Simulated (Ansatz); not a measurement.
## A computed series for KF: response to strain

The reference is KF in the rock salt structure (space group Fm-3m, No. 225).

```
KF
1.0
    0.00000     2.65339     2.65339
    2.65339     0.00000     2.65339
    2.65339     2.65339     0.00000
K F
1 1
Direct
  0.00000   0.00000   0.00000
  0.50000   0.50000   0.50000
```

Cartesian axes are those of the cell as printed.

Strains are applied to the cell and any free atomic positions relax; under biaxial strain the out-of-plane vector relaxes too.

Method: PBEsol (Ansatz, a quantum-chemistry and plane-wave program; PAW; 420 eV plane waves; no spin-orbit coupling).

Candidates:
(a) biaxial strain +2.50 %, plane normal [111], relaxed out of plane
(b) biaxial strain −0.83 %, plane normal [111], relaxed out of plane
(c) biaxial strain +1.67 %, plane normal [111], relaxed out of plane

Notes on the quantities. energy relative to the base: free energy F.

Problem. Order them by energy relative to the base, lowest first.

Solution. (b) biaxial strain −0.83 %, plane normal [111], relaxed out of plane (+0.4 meV/atom), (c) biaxial strain +1.67 %, plane normal [111], relaxed out of plane (+1.7 meV/atom), (a) biaxial strain +2.50 %, plane normal [111], relaxed out of plane (+3.7 meV/atom)

Whether these cells are dynamically stable was not tested.
